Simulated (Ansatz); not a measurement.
The parent structure is NaCl in the rock salt structure (space group Fm-3m, No. 225; a = 5.601 Å). Axes: x, y, z lie along the cube axes.

Structures relaxed with Ansatz (a first-principles code), PBEsol, PAW, cutoff 420 eV, no spin-orbit coupling.

Base:

Simulated powder pattern, Cu Kα, λ = 1.54184 Å (kinematic, ideal powder, no thermal factors, no anomalous dispersion; the 10 strongest lines at most, above 2 %, up to 2θ = 90°):

```tsv
2θ (°)	I/Imax (%)	hkl
27.58	8.1	(111)
31.95	100	(200)
45.82	66	(220)
56.95	21	(222)
66.80	9.3	(400)
75.98	25	(420)
84.79	18	(422)
```

After one change:

Simulated powder pattern, Cu Kα, λ = 1.54184 Å (kinematic, ideal powder, no thermal factors, no anomalous dispersion; the 10 strongest lines at most, above 2 %, up to 2θ = 90°):

| 2θ (°) | I/Imax (%) |
|---|---|
| 27.51 | 12 |
| 31.79 | 100 |
| 32.02 | 49 |
| 45.58 | 33 |
| 45.74 | 65 |
| 56.78 | 32 |
| 75.53 | 12 |
| 75.65 | 12 |
| 76.02 | 12 |
| 84.39 | 18 |

**Question.** Which change produced these results?
A) biaxial strain −3.00 %, plane normal [001], relaxed out of plane
B) biaxial strain +0.50 %, plane normal [001], relaxed out of plane
C) biaxial strain −2.00 %, plane normal [001], relaxed out of plane
D) biaxial strain +1.00 %, plane normal [001], relaxed out of plane

**Answer.** B, biaxial strain +0.50 %, plane normal [001], relaxed out of plane. Its volume per atom is 22.15 Å³ against 21.97 Å³, and its space group is I4/mmm (No. 139).

Stability against distortions was not tested.
